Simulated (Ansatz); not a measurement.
## Y3PbC (Pm-3m): resistivity and electron-phonon coupling

Input:

```yaml
crystal:
  lattice:
    - [4.85773, 0.00000, 0.00000]
    - [0.00000, 4.85773, 0.00000]
    - [0.00000, 0.00000, 4.85773]
  atoms:
    - { symbol: Y, position: [0.50000, 0.00000, 0.50000] }
    - { symbol: Y, position: [0.00000, 0.50000, 0.50000] }
    - { symbol: Y, position: [0.50000, 0.50000, 0.00000] }
    - { symbol: Pb, position: [0.00000, 0.00000, 0.00000] }
    - { symbol: C, position: [0.50000, 0.50000, 0.50000] }
```

Computed with PBEsol, DFPT electron-phonon coupling, linearised Boltzmann equation (plane waves, PAW, scalar-relativistic; Ansatz, a first-principles code). Cell: relaxed with this functional, without spin-orbit coupling.

```yaml
resistivity at 300 K: 30 μΩ·cm
resistivity at 77 K: 4.1 μΩ·cm
electron mean free path at 300 K (weighted by the current that each state carries): 7.5 nm
electron-phonon coupling λ: 0.25
transport coupling λ_tr: 0.28
logarithmic_mean_phonon_energy: 18.5 meV
density of states at the Fermi level: 1.10 states/(eV·spin·cell)
drude_plasma_energy: 3.2 eV
Hall coefficient at 300 K: -64 ×10⁻¹¹ m³/C
```

A metal at this level (no band gap). Only scattering by harmonic phonons is included (no impurities, grain boundaries, electron-electron scattering or thermal expansion). Spin-orbit coupling is left out, which matters with elements this heavy. Halving the electron mesh (20x20x20) moves the resistivity by up to 1 % at 300 K, the mean free path by up to 3 %, the coupling by up to 4 %. Smearing 0.20 eV; phonons on a 3x3x3 q mesh, which this run doesn't test and which matters most at low temperature.

Computed structure with no diffraction record at hand here (it may be known, metastable or hypothetical): Y3PbC (Pm-3m).
